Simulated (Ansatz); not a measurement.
We consider Y₂Hf₂O₇ (C2/m, No. 12, 11 atoms in the cell; start mp-1101177), described by HSE06+SOC (PAW; Ansatz, an electronic-structure program).

Run with plane-wave cutoff 460 eV, 4×4×4 k mesh, Fermi–Dirac smearing 0.01 eV, PAW data made under PBE.

Cell (relaxed with PBEsol):

```cif
data_Hf4O14Y4
_chemical_formula_sum 'Y4 Hf4 O14'
_space_group_name_H-M_alt 'C2/m'
_space_group_IT_number 12
_space_group_name_Hall '-C 2y'
_cell_length_a 6.85753
_cell_length_b 9.42054
_cell_length_c 5.51666
_cell_angle_alpha 90.000
_cell_angle_beta 99.859
_cell_angle_gamma 90.000
loop_
_atom_site_label
_atom_site_type_symbol
_atom_site_symmetry_multiplicity
_atom_site_Wyckoff_symbol
_atom_site_fract_x
_atom_site_fract_y
_atom_site_fract_z
_atom_site_occupancy
Y1 Y 4 g 0.00000 0.30879 0.00000 1
Hf1 Hf 4 i 0.25758 0.00000 0.39936 1
O1 O 8 j 0.23206 0.17335 0.19999 1
O2 O 4 i 0.05819 0.50000 0.26989 1
O3 O 2 c 0.50000 0.50000 0.50000 1
```
(The calculation used a cell of 11 atoms; values per cell refer to that cell.)

Problem. What does this level give for the band gap and smallest direct gap on the k points sampled?

Solution. 
* **band gap**: 5.95 eV (on the SCF k mesh) (indirect)
* **smallest direct gap on the k points sampled**: 6.08 eV

Note: cell and atoms aren't relaxed at this level (pressure 1.3 GPa).

Static lattice: no zero-point or thermal effects.

It cost around 70 core-minutes (rough) of CPU time.

A start named mp-… is a Materials Project structure, which need not be a measured phase.
